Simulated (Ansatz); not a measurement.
BeS (model structure, started from the CdTe type, P6₄22, No. 181, 6 atoms in the cell) was calculated with G0W0@PBEsol (Ansatz, a program for electronic structure, hard PAW, contour deformation).

The same calculation (at the PBEsol cell, 13.102 Å³/atom) with different numerical settings; throughout: k mesh 3×3×2:

```json
[
 {"run": "1", "response cutoff (eV)": "100", "empty bands": "328", "quasiparticle gap on the mesh (eV)": "4.097", "quasiparticle gap at Γ (eV)": "4.982", "rough time": "100 core-s"},
 {"run": "2", "response cutoff (eV)": "150", "empty bands": "602", "quasiparticle gap on the mesh (eV)": "4.199", "quasiparticle gap at Γ (eV)": "5.071", "rough time": "6 core-min"},
 {"run": "3", "response cutoff (eV)": "200", "empty bands": "928", "quasiparticle gap on the mesh (eV)": "4.246", "quasiparticle gap at Γ (eV)": "5.113", "rough time": "10 core-min"},
 {"run": "4", "response cutoff (eV)": "250", "empty bands": "1296", "quasiparticle gap on the mesh (eV)": "4.271", "quasiparticle gap at Γ (eV)": "5.135", "rough time": "30 core-min"},
 {"run": "5", "response cutoff (eV)": "300", "empty bands": "1704", "quasiparticle gap on the mesh (eV)": "4.287", "quasiparticle gap at Γ (eV)": "5.149", "rough time": "100 core-min"}
]
```

In the column quasiparticle gap on the mesh (eV) the first row differs from the last by -0.190 and the next to last by -0.016.

The last row is no converged limit: other settings stay fixed.

A model structure was made by putting elements into a prototype or built by hand; it is no filed structure, need not be a known phase, and can be a saddle point held by its symmetry.
